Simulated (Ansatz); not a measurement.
An Ansatz (a program for electronic structure) input (PBEsol/PAW in Ansatz, without spin-orbit coupling):

Ansatz 0.2 input:
```yaml
crystal:
  lattice:
    - [4.5913954358, 0, 0]
    - [0, 6.4932136956, 0]
    - [0, 3.2466068478, 3.3082512816]
  atoms:
    - { symbol: V, position: [0.5, 0, 0.25] }
    - { symbol: V, position: [0.5, 0, 0.75] }
    - { symbol: V, position: [0.25, 0.5, 0.5] }
    - { symbol: V, position: [0.75, 0.5, 0.5] }
    - { symbol: V, position: [0, 0.75, 0.75] }
    - { symbol: V, position: [0, 0.25, 0.25] }
    - { symbol: Si, position: [0, 0, 0] }
    - { symbol: Si, position: [0.5, 0.5, 0] }
basis: { ecutwfc: 420, ecutrho_ratio: 4, xc_grid: 2, fft_grid_basis: typed }
kpoints: { mp_grid: { grid: [10, 10, 10] } }
hamiltonian:
  xc: pbesol
  dispersion: none
  pseudopotentials: { kind: paw }
scf: { occupations: { method: fermi_dirac, width: 0.05 } }
relax: { f_tol: 0.005, max_steps: 50, cell: { stress_tol: 0.01, fix: [a, b, gamma] } }
output: { forces: true, stress: true }
checkpoint: { write: state.ck, write_every: 1000 }
```

Question: Which symmetry and how many k-points will the program report, and about how many plane waves at Γ?

Answer: Space group Cccm (ITA 66) with 8 operations, k-points 186 of 1000, and 1919 plane waves at Γ.

Question: And the final pressure?

Answer: 2.79 GPa (compression positive).

The cells carry an imposed strain or load. Whether these cells are dynamically stable was not tested. All final runs are without spin polarisation. The cell was made from V3Si in the A15 (Cr3Si type) structure (space group Pm-3n, No. 223) by this change: biaxial strain −1.25 %, plane normal [110], relaxed out of plane.
